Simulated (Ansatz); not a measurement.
# A computed series for SrMoO3: pressure series

Take SrMoO$_{3}$ (space group I4/mcm, No. 140; a cell from a computed database, its experimental status unchecked) as the base.

```yaml
crystal:
  lattice:
    - [-2.79206, 2.79206, 3.95219]
    - [2.79206, -2.79206, 3.95219]
    - [2.79206, 2.79206, -3.95219]
  atoms:
    - { symbol: Sr, position: [0.25000, 0.75000, 0.50000] }
    - { symbol: Sr, position: [0.75000, 0.25000, 0.50000] }
    - { symbol: Mo, position: [0.00000, 0.00000, 0.00000] }
    - { symbol: Mo, position: [0.50000, 0.50000, 0.00000] }
    - { symbol: O, position: [0.24015, 0.25985, 0.50000] }
    - { symbol: O, position: [0.75985, 0.74015, 0.50000] }
    - { symbol: O, position: [0.25985, 0.75985, 0.01970] }
    - { symbol: O, position: [0.74015, 0.24015, 0.98030] }
    - { symbol: O, position: [0.25000, 0.25000, 0.00000] }
    - { symbol: O, position: [0.75000, 0.75000, 0.00000] }
```

Cell and atoms are relaxed at each pressure.

Level of theory: Kohn–Sham DFT with the PBEsol functional, run in Ansatz (a program for electronic structure) with PAW and 420 eV plane waves, scalar-relativistic without spin-orbit coupling.

```
pressure (GPa)  volume per atom (Å³/atom)
--------------  -------------------------
-2                                 12.456
0                                  12.324
0.3                                12.306
0.7                                12.282
1.5                                12.232
3                                  12.142
5                                       ?
7.5                                11.890
10                                 11.761
```

Question: Fit the third-order Birch–Murnaghan form P(V) = (3B₀/2)[(V₀/V)^(7/3) − (V₀/V)^(5/3)]·[1 + (3/4)(B₀′ − 4)((V₀/V)^(2/3) − 1)] (squares taken in P) to the rows shown and predict the withheld row.

Answer: Least squares on the printed values gives V₀ = 12.325 Å³/atom, B₀ = 194 GPa, B₀′ = 4.0; this predicts 12.027 Å³/atom, and the run gives 12.027 Å³/atom, in agreement.

Load acts through the strain it causes; cell and atoms are relaxed under it. No phonon test of stability was made. No other phases were tried under pressure. No Hubbard U is applied, and correlation can decide whether such a compound is a metal. All final runs are without spin polarisation.
